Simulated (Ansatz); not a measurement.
The starting structures come from a database of crystals and need not be the phases stable at ambient conditions.

The decay constant κ of evanescent states in the gap governs leakage through a thin film.

Input:

```xyz
12
Lattice="6.3084 0.0000 0.0000 -0.7311 6.2659 0.0000 0.8370 0.9403 7.5377" Properties=species:S:1:pos:R:3 pbc="T T T"
Cd     5.4275     4.0561     2.1204
Cd     0.9868     3.1501     5.4173
Cd     2.5960     0.8751     1.6484
Cd     3.8183     6.3311     5.8893
P      1.2617     5.7561     5.6533
P      5.1526     1.4501     1.8844
P      1.3772     0.9145     4.0817
P      5.0371     6.2917     3.4560
P      6.0840     6.2024     7.2249
P      0.3303     1.0038     0.3128
I      4.2577     3.0893     5.6533
I      2.1566     4.1169     1.8844
```

Space group of this cell: C2/c. The cell is taken as given; by r2SCAN its mean pressure is -1.3 GPa.

Transport runs along the normal of the first two printed cell vectors.

No gap correction and no spin-orbit coupling; mid-gap values are interpolated between computed energies.

### Question
Give the band gap and the smallest decay constant κ at mid-gap that Ansatz (a first-principles code) with r2SCAN yields.

### Answer
Gap 1.51 eV on a 6×6×4 mesh; κ = 0.179 1/Å, at (0.167, 0.167) of the in-plane reciprocal vectors. At the zone centre, at the nearest computed energy, the slowest state has κ = 0.20 1/Å.
